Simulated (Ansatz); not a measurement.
Results of r²SCAN (PAW; Ansatz, an electronic-structure program) for LaTiO2N (P2₁, No. 4, 20 atoms in the cell; start mp-775918).

Run with plane-wave cutoff 560 eV, 6×6×4 k mesh (along the axes of the cell as run), Fermi–Dirac smearing 0.01 eV, no spin polarisation, scalar-relativistic PAW data made under PBE.

Cell (relaxed at this level):

```
CELL_PARAMETERS angstrom
      5.54331     0.00000    -0.01684
      0.00000     5.55797     0.00000
     -0.03684     0.00000     7.99247
ATOMIC_POSITIONS crystal
  La 0.24842 0.51271 0.24162
  La 0.75158 0.01271 0.75838
  La 0.24769 0.50451 0.75720
  La 0.75231 0.00451 0.24280
  Ti 0.73488 0.50960 0.00272
  Ti 0.26512 0.00960 0.99728
  Ti 0.75095 0.50758 0.48539
  Ti 0.24905 0.00758 0.51461
  N  0.45687 0.28789 0.01334
  N  0.54313 0.78789 0.98666
  N  0.75584 0.52575 0.25412
  N  0.24416 0.02575 0.74588
  O  0.54787 0.20019 0.48574
  O  0.45213 0.70019 0.51426
  O  0.95185 0.19062 0.01314
  O  0.04815 0.69062 0.98686
  O  0.05179 0.29971 0.48532
  O  0.94821 0.79971 0.51468
  O  0.76282 0.46150 0.74830
  O  0.23718 0.96150 0.25170
```

Give the computed band gap.


* **band gap**: 1.58 eV (on the SCF k mesh)

Note: the relaxation could not lower the start's symmetry, so the cell can be a saddle point above a distorted one.

Spin–orbit coupling is not included.

Static lattice: no zero-point or thermal effects.

It cost around 70 core-minutes (rough) of CPU time.

A start named mp-… is a Materials Project structure, which need not be a measured phase.
